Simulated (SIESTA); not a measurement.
**A self-consistent single point of HgTe (Cmcm, 4 atoms in the cell) with SIESTA**

Method: LDA PW92, numerical atomic orbitals DZP, PseudoDojo LDA standard norm-conserving potentials (rewritten from UPF to PSML) (SIESTA 5.4.2).

This input was run:

```
# files in the folder: Hg.psml Te.psml (PseudoDojo LDA standard)
SystemName  HgTe
SystemLabel HgTe

NumberOfAtoms                4
NumberOfSpecies              2
%block ChemicalSpeciesLabel
  1 80 Hg
  2 52 Te
%endblock ChemicalSpeciesLabel
LatticeConstant              1.0 Bohr
%block LatticeVectors
     5.638077261   -6.531893152    0.000000000
     5.638077261    6.531893152    0.000000000
     0.000000000    0.000000000   10.924064531
%endblock LatticeVectors
AtomicCoordinatesFormat      Ang
%block AtomicCoordinatesAndAtomicSpecies
     2.983542000    1.085004453    4.335574500  1
     2.983542000   -1.085004453    1.445191500  1
     2.983542000   -1.968908049    4.335574500  2
     2.983542000    1.968908049    1.445191500  2
%endblock AtomicCoordinatesAndAtomicSpecies

XC.functional                LDA
XC.authors                   PW92
PAO.BasisSize                DZP
PAO.EnergyShift              0.01 Ry
MeshCutoff                   300 Ry
%block kgrid.MonkhorstPack
    6   0   0  0.0
    0   6   0  0.0
    0   0   5  0.0
%endblock kgrid.MonkhorstPack
OccupationFunction           MP
OccupationMPOrder            0
ElectronicTemperature        100.0 meV

MaxSCFIterations             150
SCF.Mixer.Method             Broyden
SCF.Mixer.Weight             0.2
SCF.Mixer.History            8
SCF.DM.Tolerance             1.0E-05
Diag.ParallelOverK           true
WriteForces                  true
Charge.Mulliken              end
```

Log, with long lists cut:

```
reinit: Reading from file input.fdf

reinit: System Name: HgTe
reinit: System Label: HgTe

coor:   Atomic-coordinates input format  =     Cartesian coordinates
coor:                                          (in Angstroms)

siesta: Atomic coordinates (Bohr) and species
siesta:      5.63808   2.05036   8.19305  1        1
siesta:      5.63808  -2.05036   2.73102  1        2
siesta:      5.63808  -3.72070   8.19305  2        3
siesta:      5.63808   3.72070   2.73102  2        4

siesta: System type = bulk

initatomlists: Number of atoms, orbitals, and projectors:      4    74   116

siesta: ******************** Simulation parameters ****************************
redata: Spin configuration                          = none
redata: Time-Reversal Symmetry                      = T
redata: Number of Atomic Species                    =        2
redata: Mesh Cutoff                                 =   300.0000 Ry
redata: Net charge of the system                    =     0.0000 |e|
redata: Min. number of SCF Iter                     =        0
redata: Max. number of SCF Iter                     =      150
redata: SCF convergence failure will abort job
redata: SCF mix quantity                            = Hamiltonian
redata: Mix DM or H after convergence               =   F
redata: Recompute H after scf cycle                 =   F
redata: Mix DM in first SCF step                    =   T
redata: No kicks to SCF
redata: DM Mixing Weight for Kicks                  =     0.5000
redata: Require Harris convergence for SCF          =   F
redata: Harris energy tolerance for SCF             =     0.000100 eV
redata: Require DM convergence for SCF              =   T
redata: DM tolerance for SCF                        =     0.000010
redata: Require EDM convergence for SCF             =   F
redata: EDM tolerance for SCF                       =     0.001000 eV
redata: Require H convergence for SCF               =   T
   [... lines left out ...]
diag: Used triangular part                          = Lower
diag: Absolute tolerance                            =  0.100E-15
diag: Orthogonalization factor                      =  0.100E-05
diag: Memory factor                                 =  1.0000

superc: Internal auxiliary supercell:     3 x     3 x     3  =      27
superc: Number of atoms, orbitals, and projectors:    108   1998   3132

                        Single-point calculation

superc: Internal auxiliary supercell:     3 x     3 x     3  =      27
superc: Number of atoms, orbitals, and projectors:    108   1998   3132

outcell: Unit cell vectors (Ang):
        2.983542   -3.456529    0.000000
        2.983542    3.456529    0.000000
        0.000000    0.000000    5.780766

outcell: Cell vector modules (Ang)   :    4.566083    4.566083    5.780766
outcell: Cell angles (23,13,12) (deg):     90.0000     90.0000     98.4010
outcell: Cell volume (Ang**3)        :    119.2306
new_DM -- step:     1
Initializing Density Matrix...

Attempting to read DM from file... Failed...
DM filled with atomic data:

InitMesh: MESH = 48 x 48 x 64 = 147456
InitMesh: Mesh cutoff (required, used) =   300.000   312.081 Ry

stepf: Methfessel-Paxton step function
       Using Hermite-Gauss polynomials of order  0
        iscf     Eharris(eV)        E_KS(eV)     FreeEng(eV)     dDmax    Ef(eV) dHmax(eV)
   scf:    1   -14566.132667   -14679.911981   -14679.934327  1.256267 -0.076048 42.683338
   scf:    2   -14793.916459   -14752.235768   -14752.246270  0.619918 -1.900781 12.106616
   scf:    3   -14759.069946   -14756.344382   -14756.354181  0.333068 -2.187228  4.003057
   scf:    4   -14755.382780   -14756.340298   -14756.350524  0.302825 -2.585451  3.712414
   scf:    5   -14757.043742   -14756.810112   -14756.819927  0.226790 -2.556349  0.301296
   scf:    6   -14756.809183   -14756.813203   -14756.822981  0.025631 -2.539224  0.317821
   [... 6 lines left out ...]
   scf:   13   -14756.816333   -14756.816333   -14756.826249  0.000027 -2.558805  0.000517
   scf:   14   -14756.816333   -14756.816333   -14756.826249  0.000017 -2.558845  0.000407
   scf:   15   -14756.816333   -14756.816333   -14756.826249  0.000018 -2.558871  0.000306
   scf:   16   -14756.816333   -14756.816333   -14756.826249  0.000011 -2.558896  0.000255
   scf:   17   -14756.816333   -14756.816333   -14756.826249  0.000007 -2.558915  0.000206
SCF Convergence by DM+H criterion
max |DM_out - DM_in|         :     0.0000068484
max |H_out - H_in|      (eV) :     0.0002064274
SCF cycle converged after 17 iterations

Using DM_out to compute the final energy and forces

siesta: E_KS(eV) =           -14756.8163

siesta: E_KS - E_eggbox =    -14756.8163

siesta: Atomic forces (eV/Ang):
     1    0.000000   -0.067533   -0.000000
     2    0.000000    0.067533   -0.000000
     3   -0.000000    0.357664   -0.000000
     4    0.000000   -0.357664   -0.000000
   Tot    0.000000   -0.000000   -0.000000
   Max    0.357664
   Res    0.148596    sqrt( Sum f_i^2 / 3N )
   Max    0.357664    constrained

Stress tensor Voigt[x,y,z,yz,xz,xy] (kbar):       91.48       88.54       91.95       -0.00       -0.00        0.00
(Free)E + p*V (eV/cell)   -14763.5728
Target enthalpy (eV/cell)   -14756.8262

siesta: Program's energy decomposition (eV):
siesta: Ebs     =     -2350.690375
siesta: Eions   =     18192.898369
siesta: Ena     =      1612.990398
siesta: Ekin    =      5679.449754
siesta: Enl     =     -1252.990527
siesta: Eso     =         0.000000
siesta: Edftu   =         0.000000
siesta: DEna    =       192.102610
siesta: DUscf   =        12.696684
siesta: DUext   =         0.000000
siesta: Ex      =     -2590.404105
siesta: Ec      =      -217.762778
siesta: Exc     =     -2808.166883
siesta: Eharris =    -14756.816333
siesta: Etot    =    -14756.816333
siesta: FreeEng =    -14756.826249

siesta: Atomic forces (eV/Ang):
siesta:      1    0.000000   -0.067533   -0.000000
siesta:      2    0.000000    0.067533   -0.000000
siesta:      3   -0.000000    0.357664   -0.000000
siesta:      4    0.000000   -0.357664   -0.000000
siesta: ----------------------------------------
siesta:    Tot    0.000000   -0.000000   -0.000000

siesta: Stress tensor (static) (eV/Ang**3):
siesta:     0.057097    0.000000   -0.000000
siesta:     0.000000    0.055262   -0.000000
siesta:    -0.000000   -0.000000    0.057393

siesta: Cell volume =        119.230605 Ang**3

siesta: Pressure (static):
siesta:                Solid            Molecule  Units
   [... lines left out ...]
siesta:         -90.65729515        -83.69229376  kBar
   [... lines left out ...]
Species: Hg
Atom  Qatom  Qorb
               5s      6s      6s      5py     5pz     5px     6py     6pz
               6px     5dxy    5dyz    5dz2    5dxz    5dx2-y2 5dxy    5dyz
               5dz2    5dxz    5dx2-y2
   1 19.276   2.006   1.688  -0.649   2.001   2.001   2.001   0.148   0.164
              0.160   1.898   1.891   1.829   1.895   1.827   0.061   0.069

              0.111   0.061   0.115
   2 19.276   2.006   1.688  -0.649   2.001   2.001   2.001   0.148   0.164
              0.160   1.898   1.891   1.829   1.895   1.827   0.061   0.069

              0.111   0.061   0.115

Species: Te
Atom  Qatom  Qorb
               5s      5s      5py     5pz     5px     5py     5pz     5px
               4dxy    4dyz    4dz2    4dxz    4dx2-y2 5dxy    5dyz    5dz2
               5dxz    5dx2-y2
   3 16.724   1.914   0.007   1.651   1.456   1.474  -0.100  -0.043  -0.053
              2.000   2.001   2.002   2.000   2.003   0.063   0.070   0.108

              0.073   0.096
   4 16.724   1.914   0.007   1.651   1.456   1.474  -0.100  -0.043  -0.053
              2.000   2.001   2.002   2.000   2.003   0.063   0.070   0.108

              0.073   0.096

mulliken: Qtot =       72.000

Mulliken Atomic Populations:
Atom #   charge [q] valence [e]  Species
     1     0.723773   19.276227  Hg
     2     0.723773   19.276227  Hg
     3    -0.723773   16.723773  Te
     4    -0.723773   16.723773  Te
 Total     0.000000
```

The run converged in 17 iterations.

The starting cell comes from a database of computed structures (which also holds hypothetical and non-ambient phases and stackings), without a prior relaxation at this level. Its lattice was rescaled by up to half a per cent. Values carry the incompleteness of an atom-centred basis. With a pressure of about -9 GPa the cell is away from its equilibrium volume at this level. The run gives no clean gap (levels at the Fermi energy touch, overlap or are partly filled at this smearing), which alone does not show that the compound is a metal.
